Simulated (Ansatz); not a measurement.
**Worked example: self-consistent single point of Ta (Im-3m, 1 atom in the cell) in Ansatz (a first-principles code)**

Level of theory: PBE (plane waves, PAW; Ansatz).

The input file:

Ansatz 0.2 input:
```yaml
# Ta
crystal:
  lattice:
    - [-1.65825000, 1.65825000, 1.65825000]
    - [1.65825000, -1.65825000, 1.65825000]
    - [1.65825000, 1.65825000, -1.65825000]
  atoms:
    - { symbol: Ta, position: [0.00000000, 0.00000000, 0.00000000] }
basis:
  ecutwfc: 420.0 eV
kpoints:
  mp_grid: { grid: [14, 14, 14] }
hamiltonian:
  xc: pbe
  pseudopotentials: { kind: paw }
scf:
  occupations: { method: gaussian, width: 0.1 eV }
output:
  forces: true
  eigenvalues: true
  stress: true
```

Output, abridged:

```
WARN ansatz: RAYON_NUM_THREADS=1 ignored (pool sized by the plan → 1); use --threads N
Pseudopotentials: kind: paw
Pseudopotential: Ta, paw, valence charge 13
Crystal: 1 atoms, lattice volume = 18.239 Å³
Basis set: ecut = 420 eV, 369 PW (Γ), exchange–correlation on 40×40×40 points (8 copies of the dense FFT grid, shifted against one another)
Bands: 11, of which v1, the nominal top of the filled ones, is band 7 counted from 1 (6 counted from 0)
Symmetry: 48 space group operations
Space group: Im-3m (ITA 229), of the structure as read, at distance tolerance 2.6e-5 Å
k-points: 104 of 2744
Initial density: superposition of atomic densities (neutral atoms: chi_scale 0, normalization atom), corrected by the library's trained network
Initial wavefunctions: pseudopotential atomic-orbital guess
Eigensolver: davidson
Functional: x = pbe(κ = 0.804, μ = 0.2195149727645171), c = pbe(β = 0.06672455060314922)
SCF iter   1: F=—  HF=-9932.259860 eV  |F-HF|=—  |Δ(HF+E_count)|=         —  Δρ=2.12e-3  dr2=2.34e-4  ethr=1.77e-3  ⟨swp⟩=5.1  Hψ=6398  notcnv=0
all-band conjugate gradients solve this SCF's bands
preconditioner: auto → none
SCF iter   2: F=—  HF=-9932.259745 eV  |F-HF|=—  |Δ(HF+E_count)|=   1.15e-4  Δρ=1.04e-3  dr2=6.12e-5  ethr=1.80e-6  ⟨swp⟩=2.2  Hψ=2498  notcnv=0
SCF iter   3: F=—  HF=-9932.259819 eV  |F-HF|=—  |Δ(HF+E_count)|=   7.41e-5  Δρ=1.62e-4  dr2=1.36e-6  ethr=4.71e-7  ⟨swp⟩=2.1  Hψ=1401  notcnv=0
SCF iter   4: F=—  HF=-9932.259819 eV  |F-HF|=—  |Δ(HF+E_count)|=   3.73e-7  Δρ=5.64e-5  dr2=1.61e-7  ethr=1.05e-8  ⟨swp⟩=2.8  Hψ=1613  notcnv=0
iter 5 did not close the SCF: its close was put off for the readings that it lacked (scf_convergence_deferred on its scf_iter line)
SCF iter   5: F=-9932.259819 eV  HF=-9932.259819 eV  |F-HF|=7.79e-9  |Δ(HF+E_count)|=   5.34e-8  Δρ=1.79e-5  dr2=1.61e-8  ethr=1.24e-9  ⟨swp⟩=1.0  Hψ=1117  notcnv=0
SCF iter   6: F=-9932.259819 eV  HF=-9932.259819 eV  |F-HF|=2.00e-11  |Δ(HF+E_count)|=   5.82e-9  Δρ=5.35e-7  dr2=3.06e-11  ethr=1.24e-10  ⟨swp⟩=3.2  Hψ=4030  notcnv=0
SCF 1 converged in 6 iterations: F = -9932.259819 eV  dr2 = 3.06e-11
SCF converged after 6 iterations
Free energy (F): -9932.259819 eV
Harris-Foulkes:  -9932.259819 eV  (|F-HF|=2.00e-11)
Internal energy: -9932.255299 eV  (E = F + TS)
E sigma→0 (E₀):  -9932.257559 eV
Entropy (-TS):   -0.004520 eV (-4.520 meV/atom)
Fermi energy:    18.374463 eV
--- Per-component energies (eV) ---
  E_band       = -106.899001
  E_kinetic    = 365.704803
  E_local      = -554.633496  (includes V_loc(G=0)·N_el)
  E_nonlocal   = 14.750937
  E_hartree    = 192.089653
  E_xc         = -218.377571
  E_vxc        = -203.939145  (∫ρ·V_xc dr)
  E_paw        = -8396.614047  (= ΣΔE_a)
  E_vpaw       = -112.961404  (= ΣTr[D̂ρ^β])
  E_aug_tail   = 0.000131  (compensation charges beyond the density's cutoff)
  E_ewald      = -1335.175710
  E_smearing   = -0.004520  (= −TS)
  E_closure    = -0.000000  (closes the sum)
  Σ components = -9932.259819   (vs F -9932.259819, Δ=0.00e0)
--- Forces (eV/Å), atoms counted from 1 ---
  atom   1  Ta     0.00000000    -0.00000000    -0.00000000
  max |Σ_I F_I| component: 4.93e-32 eV/Å
--- Stress (GPa, compression-positive) ---
        0.424791      -0.000000      -0.000000
       -0.000000       0.424791       0.000000
        0.000000       0.000000       0.424791
  P = ⅓ Tr σ = 0.4248 GPa (4.248 kbar)
  The stress holds the Pulay correction. Without it, at fixed plane waves, as pw.x and ABINIT print it: P = 0.3694 GPa
--- Band table (eV; the first three rows and the last of 104) ---
  k-point 0: bands = ["-48.7311", "-14.6964", "-14.6964", "-14.6964", "10.5249", "19.1103", "19.1103", "19.1103", "22.3409", "22.3409", "32.9462"]
  k-point 1: bands = ["-48.7257", "-14.7569", "-14.7152", "-14.6967", "10.7478", "18.9655", "19.0663", "19.3302", "22.1111", "22.3417", "33.1442"]
  k-point 2: bands = ["-48.7106", "-14.9236", "-14.7673", "-14.6976", "11.3788", "18.5865", "18.8613", "19.9786", "21.7391", "22.3636", "33.5664"]
  k-point 103: bands = ["-48.5397", "-15.4851", "-15.4851", "-15.4851", "14.6454", "14.6454", "25.1151", "25.1151", "25.1151", "26.8724", "26.8724"]
```

The run converged in 6 iterations.

The starting cell has typed, rounded lattice constants, without a prior relaxation at this level. Its lattice was rescaled by up to half a per cent. Spin-orbit coupling is off. Spin polarisation is off. Ansatz's pressure includes its estimate of the finite-basis (Pulay) stress.
